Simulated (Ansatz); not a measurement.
The reference is BAs in the zinc blende structure (space group F-43m, No. 216).

```
CELL_PARAMETERS angstrom
      0.00000     2.36609     2.36609
      2.36609     0.00000     2.36609
      2.36609     2.36609     0.00000
ATOMIC_POSITIONS crystal
  B  0.00000 0.00000 0.00000
  As 0.25000 0.25000 0.25000
```

Cartesian axes are those of the cell as printed.

Method: LDA (Ansatz, an electronic-structure program, PAW, scalar-relativistic without spin-orbit coupling).

One thing is altered: an isotropic linear strain of +1.00 %, atoms relaxed at fixed cell.

Predict the stress tensor and what it implies for the stiffness.

Stress of the strained cell less that of the base (GPa, compression positive):
```
  -4.13    0.00    0.00
   0.00   -4.13    0.00
   0.00    0.00   -4.13
```

Then B = −ΔP/(ΔV/V₀) with ΔV/V₀ = 0.0303 gives secant stiffness values (nonlinear terms included at this strain): B ≈ 136 GPa.

As a check, the harmonic strain energy −½ V₀ Δσ:ε is 5.1 meV/atom; the computed energy rise is 5.3 meV/atom.

Whether these cells are dynamically stable was not tested.
